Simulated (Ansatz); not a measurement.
Consider BaS in the rock salt structure (space group Fm-3m, No. 225; a = 6.3315 Å). Axes: x, y, z lie along the cube axes.

Level of theory: Ansatz (a program for electronic structure), PBEsol, PAW, cutoff 420 eV, spin-orbit coupling left out.

Before the change:

Smallest direct gap: 2.13 eV
Valence-band top at Γ: 0.00, 0.00, 0.00 eV
Valley order: X along ⟨100⟩ 2.04 eV; Γ 3.63 eV
Shortest interatomic distance: 3.166 Å

Perturbation: the cell is stretched by 1.50 % along z with no lateral relaxation; the atoms relax in the strained cell.

Q: What happens to the energy relative to the base, smallest direct gap, valence-band top at Γ, valley order and shortest interatomic distance?

A: The energy increases by 2.1 meV/atom; the smallest direct gap rises by 0.01 eV, from 2.13 eV to 2.14 eV; the valence-band top at Γ (three highest levels, from the VBM) becomes 0.00, 0.00, -0.05 eV (base: 0.00, 0.00, 0.00 eV); the valley order (the lowest conduction-band minima on the path, energy above the VBM, named in the base's zone) goes from X along ⟨100⟩ 2.04 eV; Γ 3.63 eV to X along [100] 2.04 eV; X along [001] 2.05 eV; Γ 3.53 eV; the shortest interatomic distance is still 3.166 Å.

Gaps are Kohn–Sham eigenvalue differences; semilocal functionals usually give less than the measured gap. Whether these cells are dynamically stable was not tested.
